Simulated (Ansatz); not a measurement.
LO phonon frequency at L of rock-salt TaC at several levels of theory

No measured value is used here.

```
level (code)         value (cm⁻¹)  cell (Å³/atom)
-------------------  ------------  --------------
LDA (Ansatz)                  703           10.75
PBE (Ansatz)                  673           11.21
PBEsol (Ansatz)               693           10.94
PBE-D3(BJ) (Ansatz)           694           10.97
```

Density-functional levels without +SOC have no spin–orbit coupling. PBE-D3(BJ): the dispersion coefficients are held fixed in the derivatives. Each level is taken at its own relaxed cell. Cutoffs differ between the levels. Ansatz's density-functional and Hartree–Fock values are scalar-relativistic unless marked +SOC, with PAW data made under PBE.

Ansatz is a quantum-chemistry and plane-wave program.
